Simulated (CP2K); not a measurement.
Input and output of a self-consistent single point for CaSe (Fm-3m, 2 atoms in the cell) (CP2K)

Method: CP2K 2026.2 with PBE, GPW, DZVP-MOLOPT-SR-GTH basis, GTH-PBE potentials (GTH_POTENTIALS).

This input was run:

```
&GLOBAL
  PROJECT calc
  RUN_TYPE ENERGY_FORCE
  PRINT_LEVEL LOW
&END GLOBAL
&FORCE_EVAL
  METHOD Quickstep
  STRESS_TENSOR ANALYTICAL
  &DFT
    BASIS_SET_FILE_NAME BASIS_MOLOPT
    POTENTIAL_FILE_NAME GTH_POTENTIALS
    &QS
      METHOD GPW
      EPS_DEFAULT 1E-10
    &END QS
    &MGRID
      CUTOFF 500
      REL_CUTOFF 60
      NGRIDS 5
    &END MGRID
    &SCF
      SCF_GUESS ATOMIC
      EPS_SCF 1E-7
      MAX_SCF 100
      ADDED_MOS 4
      &DIAGONALIZATION
        ALGORITHM STANDARD
      &END DIAGONALIZATION
      &MIXING
        METHOD BROYDEN_MIXING
        ALPHA 0.4
        NBUFFER 12
        BETA 1.5
      &END MIXING
    &END SCF
    &KPOINTS
      SCHEME MONKHORST-PACK 6 6 6
      GAMMA_CENTERED T
    &END KPOINTS
    &XC
      &XC_FUNCTIONAL PBE
      &END XC_FUNCTIONAL
    &END XC
    &PRINT
      &MO
        EIGENVALUES T
        OCCUPATION_NUMBERS T
        NDIGITS 8
        FILENAME mo
        &EACH
          QS_SCF 0
        &END EACH
        ADD_LAST NUMERIC
      &END MO
      &MULLIKEN OFF
      &END MULLIKEN
    &END PRINT
  &END DFT
  &SUBSYS
    &CELL
      A 4.29926700 0.00000000 0.00000000
      B 2.14963400 3.72327500 0.00000000
      C 2.14963400 1.24109200 3.51033700
      PERIODIC XYZ
    &END CELL
    &COORD
      SCALED
      Ca       0.00000000     0.00000000     0.00000000
      Se       0.50000000     0.50000000     0.50000000
    &END COORD
    &KIND Ca
      BASIS_SET DZVP-MOLOPT-SR-GTH
      POTENTIAL GTH-PBE-q10
    &END KIND
    &KIND Se
      BASIS_SET DZVP-MOLOPT-SR-GTH
      POTENTIAL GTH-PBE-q6
    &END KIND
  &END SUBSYS
  &PRINT
    &FORCES ON
    &END FORCES
    &STRESS_TENSOR ON
    &END STRESS_TENSOR
  &END PRINT
&END FORCE_EVAL
```

Log, with long lists cut:

```
 GLOBAL| Method name                                                        CP2K
 GLOBAL| Project name                                                       calc
 GLOBAL| Run type                                                   ENERGY_FORCE

 TOTAL NUMBERS AND MAXIMUM NUMBERS

  Total number of            - Atomic kinds:                                   2
                             - Atoms:                                          2
                             - Shell sets:                                     2
                             - Shells:                                        11
                             - Primitive Cartesian functions:                 10
                             - Cartesian basis functions:                     29
                             - Spherical basis functions:                     27

  Maximum angular momentum of- Orbital basis functions:                        2
                             - Local part of the GTH pseudopotential:          2
                             - Non-local part of the GTH pseudopotential:      4

 SCF PARAMETERS         Density guess:                                    ATOMIC
                        max_scf:                                             100
                        max_diis:                                              4
                        eps_scf:                                        1.00E-07
                        eps_diis:                                       1.00E-01
                        eps_eigval:                                     1.00E-05
                        level_shift [a.u.]:                             0.000000
                        added MOs                                         4    0
                        Mixing method:                            BROYDEN_MIXING
                                                charge density mixing in g-space
                        No outer SCF

 Extrapolation method: initial_guess

 Number of electrons:                                                         16
 Number of occupied orbitals:                                                  8
 Number of molecular orbitals:                                                12

 Number of orbital functions:                                                 27
 Number of independent orbital functions:                                     27

 SCF WAVEFUNCTION OPTIMIZATION

  Step     Update method      Time    Convergence         Total energy    Change
     1 NoMix/Diag. 0.40E+00      -     1.91768145       -46.3929495019 -4.64E+01
     2 Broy./Diag. 0.40E+00      -     0.03101349       -45.9581645120  4.35E-01
     3 Broy./Diag. 0.40E+00      -     0.09228254       -46.1428017641 -1.85E-01
     4 Broy./Diag. 0.40E+00      -     0.00604251       -46.2928010249 -1.50E-01
     5 Broy./Diag. 0.40E+00      -     0.00247122       -46.3094389584 -1.66E-02
     6 Broy./Diag. 0.40E+00      -     0.00056453       -46.3020888382  7.35E-03
     7 Broy./Diag. 0.40E+00      -     0.00029610       -46.2993017255  2.79E-03
   [... 2 lines left out ...]
    10 Broy./Diag. 0.40E+00      -     0.00001996       -46.3015807813 -3.73E-04
    11 Broy./Diag. 0.40E+00      -     0.00000669       -46.3016069776 -2.62E-05
    12 Broy./Diag. 0.40E+00      -     0.00000135       -46.3016043914  2.59E-06
    13 Broy./Diag. 0.40E+00      -     0.00000025       -46.3016039919  4.00E-07
    14 Broy./Diag. 0.40E+00      -     0.00000007       -46.3016032474  7.44E-07

  *** SCF run converged in    14 steps ***

  Electronic density on regular grids:        -15.9999999998        0.0000000002
  Core density on regular grids:               15.9999999985       -0.0000000015
  Total charge density on r-space grids:       -0.0000000013
  Total charge density g-space grids:          -0.0000000013

  Overlap energy of the core charge distribution:               0.00000000000000
  Self energy of the core charge distribution:                -92.24457142771763
  Core Hamiltonian energy:                                     21.40606254324210
  Hartree energy:                                              31.79540248785900
  Exchange-correlation energy:                                 -7.25849685081498

  Total energy:                                               -46.30160324743152

 ENERGY| Total FORCE_EVAL ( QS ) energy [hartree]            -46.301603062159309

 FORCES| Atomic forces [hartree/bohr]
 FORCES|   Atom     x               y               z               |f|
 FORCES|      1 -4.40650401E-14 -2.13935359E-14  1.70612372E-14   5.18700005E-14
 FORCES|      2  1.38357305E-15  2.12103159E-15  4.22669064E-15   4.92726731E-15
 FORCES| Sum    -4.26814670E-14 -1.92725043E-14  2.12879278E-14
 FORCES| Total atomic force                                       5.14423262E-14

 STRESS| Analytical stress tensor [bar]
 STRESS|                        x                   y                   z
 STRESS|      x       -2.06894873433E+04  -4.68555008357E-02  -3.31317887159E-02
 STRESS|      y       -4.68555008357E-02  -2.06895739639E+04  -1.39506297544E-02
 STRESS|      z       -3.31317887159E-02  -1.39506297544E-02  -2.06894988447E+04
 STRESS| 1/3 Trace                                            -2.06895200507E+04
```

The run converged in 14 iterations.

The starting cell comes from a database of computed structures (which also holds hypothetical and non-ambient phases and stackings), without a prior relaxation at this level. Its lattice was rescaled by a random factor within 2.5 % of one. Values carry the incompleteness of an atom-centred basis.
